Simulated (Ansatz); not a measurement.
Structures of equal composition on the (110) surface of bcc Nb: a layer of Cu in place of the second plane; a layer of Cu in place of the third plane. The slabs share one bottom face, and each structure is named by its start. These are constructed structures in small cells; real faces may alloy, dewet or reconstruct in larger ones, and not all known structures of the face are among them. Slabs of about 12 Å with all that they carry, Fermi-Dirac smearing of 0.1 eV. Bottom of the slabs: a bare face, its two planes held. Relaxed from the named starts with such symmetry as they have, on meshes of like density; energies extrapolated to zero smearing; no spin-orbit coupling, no U. Spin-polarised runs, if any, are marked in brackets, and their order is one that fits the cell; the others ran without spin.

The numbers are results of PBE (plane waves to 420 eV, PAW; Ansatz, a first-principles code), not measurements.

Question: Rank these by energy per 1x1 cell (lowest first), as PBE gives it.

Answer: a layer of Cu in place of the third plane (0.000 eV), a layer of Cu in place of the second plane (0.391 eV)
